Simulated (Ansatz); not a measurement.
A one-dimensional CS2 body, 3 atoms a period, stretched and compressed along its axis from its relaxed period of 2.797 Å, atoms relaxed at each length.

```
CELL_PARAMETERS angstrom
     14.00000     0.00000     0.00000
      0.00000    12.00000     0.00000
      0.00000     0.00000     2.79687
ATOMIC_POSITIONS crystal
  C  0.52363 0.49666 0.83433
  S  0.40658 0.46828 0.83433
  S  0.59669 0.51439 0.33433
```

Method: PBE (plane waves to 420 eV, PAW; Ansatz, a first-principles code). Mesh 1×1×108. No spin polarisation. It repeats along c; a and b span vacuum. A hypothetical model. It keeps the symmetry and period of its start, so it need not be a minimum against all distortions. Pairing along the axis, which can open a gap, is among the distortions not tried. Buckling under compression is shut out by symmetry and the short period. Energies are free energies at a Fermi–Dirac width of 0.02 eV, from the unstrained cell.

```tsv
strain (%)	energy (meV a period)	axial force (nN)
-3.0	…	…
-1.5	+12	-0.86
0.0	0	0.00
+1.5	+9	+0.71
+3.0	…	…
```

Problem. Some entries are withheld; supply them.

Solution. 
- -3.0, energy (meV a period): +47
- -3.0, axial force (nN): -1.89
- +3.0, energy (meV a period): +36
- +3.0, axial force (nN): +1.29
